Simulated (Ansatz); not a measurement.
## fcc Cu (1 1 1) on zinc-blende InAs (1 1 1) (film strained to the substrate, faces as cut)

A periodic stack without vacuum, fcc Cu (1 1 1) on zinc-blende InAs (1 1 1) (film strained to the substrate, faces as cut): substrate slab As4In4, film Cu15, surface cells [[-1, 1], [-1, 0]] and [[1, -2], [2, -1]], film strained by -1.6 and -1.6 %, faces In/As and Cu/Cu as cut (like faces can put a slab off its formula).

The start was prepared with a machine-learned potential, and the result is one local minimum, with the in-plane cell held and forces under 0.04 eV/Å; the film can end far from its bulk form.

Computed with PBE (plane waves to 420 eV, PAW; Ansatz, a first-principles code). Spin–orbit coupling is left out; the runs are not spin-polarised; PBE gaps are too small against experiment. Its k-point mesh 8×8×1, Fermi–Dirac width 0.05 eV.

- interface area = 16.6 Å²
- period = 24.80 Å
- gaps between the outermost planes at the two interfaces = 2.10 and 2.37 Å
- As–Cu contacts across the interfaces within 1.22 times the sum of covalent radii = 3, mean 2.55 Å
- Cu–In contacts across the interfaces within 1.22 times the sum of covalent radii = 3, mean 2.80 Å
- slope of the mean potential energy in the substrate = -3.7 MV/cm × e

```yaml
crystal:
  lattice:
    - [4.37360, 0.00078, 0.05441]
    - [2.18687, 3.78817, -0.02844]
    - [1.03485, 0.26134, 24.81553]
  atoms:
    - { symbol: As, position: [0.31507, 0.28612, 0.08540] }
    - { symbol: As, position: [0.59625, 0.62691, 0.23013] }
    - { symbol: As, position: [0.88427, 0.96402, 0.37435] }
    - { symbol: As, position: [0.17084, 0.29900, 0.52371] }
    - { symbol: In, position: [0.99484, 0.95140, 0.04576] }
    - { symbol: In, position: [0.27467, 0.29260, 0.19359] }
    - { symbol: In, position: [0.56283, 0.62967, 0.33770] }
    - { symbol: In, position: [0.84990, 0.96488, 0.48259] }
    - { symbol: Cu, position: [0.80904, 0.29480, 0.60833] }
    - { symbol: Cu, position: [0.14248, 0.62556, 0.60838] }
    - { symbol: Cu, position: [0.47482, 0.96195, 0.60820] }
    - { symbol: Cu, position: [0.44643, 0.62953, 0.69262] }
    - { symbol: Cu, position: [0.78163, 0.96128, 0.69277] }
    - { symbol: Cu, position: [0.11278, 0.29367, 0.69507] }
    - { symbol: Cu, position: [0.08649, 0.96102, 0.77966] }
    - { symbol: Cu, position: [0.42136, 0.29627, 0.77822] }
    - { symbol: Cu, position: [0.75208, 0.63075, 0.77846] }
    - { symbol: Cu, position: [0.72340, 0.29942, 0.86398] }
    - { symbol: Cu, position: [0.05922, 0.62614, 0.86396] }
    - { symbol: Cu, position: [0.39380, 0.96452, 0.86403] }
    - { symbol: Cu, position: [0.36300, 0.63328, 0.94914] }
    - { symbol: Cu, position: [0.70032, 0.96454, 0.94894] }
    - { symbol: Cu, position: [0.03139, 0.29719, 0.95015] }
```
